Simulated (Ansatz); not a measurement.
**Cu, response to strain**

Base system: Cu in the fcc (Cu type) structure (space group Fm-3m, No. 225; a = 3.518 Å; relaxed with 0.1 eV smearing). Axes: x, y, z lie along the cube axes.

Strains are applied to the cell and any free atomic positions relax.

Calculations: LDA/PAW in Ansatz (an electronic-structure program), spin-orbit coupling left out.

Notes on the quantities. pressure: mean of the normal stresses, compression positive.

```csv
case,volume per atom,pressure
base,10.89 Å³,0.0 GPa
uniaxial strain ε_zz = −2.50 %,10.62 Å³,5.1 GPa
uniaxial strain ε_zz = −2.00 %,10.67 Å³,4.0 GPa
uniaxial strain ε_zz = −1.50 %,10.73 Å³,3.0 GPa
uniaxial strain ε_zz = −0.50 %,10.83 Å³,1.0 GPa
uniaxial strain ε_zz = +0.50 %,10.94 Å³,-0.9 GPa
uniaxial strain ε_zz = +1.00 %,11.00 Å³,-1.8 GPa
uniaxial strain ε_zz = +1.50 %,11.05 Å³,-2.7 GPa
uniaxial strain ε_zz = +2.00 %,11.11 Å³,-3.5 GPa
uniaxial strain ε_zz = +3.00 %,11.22 Å³,-5.1 GPa
```

Whether these cells are dynamically stable was not tested. The final runs are not spin-polarised.
